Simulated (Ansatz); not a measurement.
Rock-salt NaH, treated with PBE-D4 (PAW; Ansatz, a quantum-chemistry and plane-wave program).

Input file:

Ansatz 0.2 input:
```yaml
crystal:
  lattice:
    - [0.0, 2.3970487819, 2.3970487819]
    - [2.3970487819, 0.0, 2.3970487819]
    - [2.3970487819, 2.3970487819, 0.0]
  atoms:
    - { symbol: Na, position: [0.0, 0.0, 0.0] }
    - { symbol: H, position: [0.5, 0.5, 0.5] }
basis:
  ecutwfc: 520
  ecutrho_ratio: 4
  xc_grid: 2
kpoints:
  mp_grid: { grid: [12, 12, 12] }
  band_path:
    path:
      - [0.0, 0.0, 0.0]
      - [0.038462, 0.0, 0.038462]
      - [0.076923, 0.0, 0.076923]
      - [0.115385, 0.0, 0.115385]
      - [0.153846, 0.0, 0.153846]
      - [0.192308, 0.0, 0.192308]
      - [0.230769, 0.0, 0.230769]
      - [0.269231, 0.0, 0.269231]
      - [0.307692, 0.0, 0.307692]
      - [0.346154, 0.0, 0.346154]
      - [0.384615, 0.0, 0.384615]
      - [0.423077, 0.0, 0.423077]
      - [0.461538, 0.0, 0.461538]
      - [0.5, 0.0, 0.5]
      - [0.53125, 0.0625, 0.53125]
      - [0.5625, 0.125, 0.5625]
      - [0.59375, 0.1875, 0.59375]
      - [0.625, 0.25, 0.625]
      - [0.375, 0.375, 0.75]
      - [0.348214, 0.348214, 0.696429]
      - [0.321429, 0.321429, 0.642857]
      - [0.294643, 0.294643, 0.589286]
      - [0.267857, 0.267857, 0.535714]
      - [0.241071, 0.241071, 0.482143]
      - [0.214286, 0.214286, 0.428571]
      - [0.1875, 0.1875, 0.375]
      - [0.160714, 0.160714, 0.321429]
      - [0.133929, 0.133929, 0.267857]
      - [0.107143, 0.107143, 0.214286]
      - [0.080357, 0.080357, 0.160714]
      - [0.053571, 0.053571, 0.107143]
      - [0.026786, 0.026786, 0.053571]
      - [0.045455, 0.045455, 0.045455]
      - [0.090909, 0.090909, 0.090909]
      - [0.136364, 0.136364, 0.136364]
      - [0.181818, 0.181818, 0.181818]
      - [0.227273, 0.227273, 0.227273]
      - [0.272727, 0.272727, 0.272727]
      - [0.318182, 0.318182, 0.318182]
      - [0.363636, 0.363636, 0.363636]
      - [0.409091, 0.409091, 0.409091]
      - [0.454545, 0.454545, 0.454545]
      - [0.5, 0.5, 0.5]
      - [0.5, 0.472222, 0.527778]
      - [0.5, 0.444444, 0.555556]
      - [0.5, 0.416667, 0.583333]
      - [0.5, 0.388889, 0.611111]
      - [0.5, 0.361111, 0.638889]
      - [0.5, 0.333333, 0.666667]
      - [0.5, 0.305556, 0.694444]
      - [0.5, 0.277778, 0.722222]
      - [0.5, 0.25, 0.75]
      - [0.5, 0.208333, 0.708333]
      - [0.5, 0.166667, 0.666667]
      - [0.5, 0.125, 0.625]
      - [0.5, 0.083333, 0.583333]
      - [0.5, 0.041667, 0.541667]
    npoints: 1
hamiltonian:
  xc: pbe
  dispersion: d4
  pseudopotentials: { kind: paw }
scf:
  occupations: { method: fermi_dirac, width: 0.01 }
  convergence: { dr2_threshold: 0.0000000002 }
output:
  forces: true
  stress: true
  eigenvalues: true
  write_bands: true
```

Excerpt of the program's output:

```
Crystal: 2 atoms, lattice volume = 27.546 Å³
Basis set: ecut = 520 eV, 725 PW (Γ), exchange–correlation on 54×54×54 points (8 copies of the dense FFT grid, shifted against one another)
Bands: 9, of which v1, the nominal top of the filled ones, is band 5 counted from 1 (4 counted from 0)
Symmetry: 48 space group operations
Space group: Fm-3m (ITA 225), of the structure as read, at distance tolerance 3.0e-5 Å
k-points: 72 of 1728
Functional: x = pbe(κ = 0.804, μ = 0.2195149727645171), c = pbe(β = 0.06672455060314922)
SCF iter   1: F=—  HF=-1502.801519 eV  |F-HF|=—  |Δ(HF+E_count)|=         —  Δρ=6.76e-4  dr2=6.14e-5
SCF iter   2: F=—  HF=-1502.801367 eV  |F-HF|=—  |Δ(HF+E_count)|=   1.52e-4  Δρ=4.09e-4  dr2=2.99e-5
  ...
SCF iter   7: F=—  HF=-1502.801387 eV  |F-HF|=—  |Δ(HF+E_count)|=  8.09e-10  Δρ=1.50e-6  dr2=4.68e-10
SCF iter   8: F=-1502.801387 eV  HF=-1502.801387 eV  |F-HF|=4.64e-11  |Δ(HF+E_count)|=  2.46e-10  Δρ=3.31e-7  dr2=7.75e-12
SCF 1 converged in 8 iterations: F = -1502.801387 eV  dr2 = 7.75e-12
SCF converged after 8 iterations
Free energy (F): -1502.801387 eV
Internal energy: -1502.801387 eV  (E = F + TS)
E sigma→0 (E₀):  -1502.801387 eV
Fermi energy:    2.853845 eV
--- Stress (GPa, compression-positive) ---
       -0.000026      -0.000000      -0.000000
       -0.000000      -0.000026      -0.000000
       -0.000000      -0.000000      -0.000026
  P = ⅓ Tr σ = -0.0000 GPa (-0.000 kbar)
```

Cost on a shared machine: very roughly 4 core-seconds.
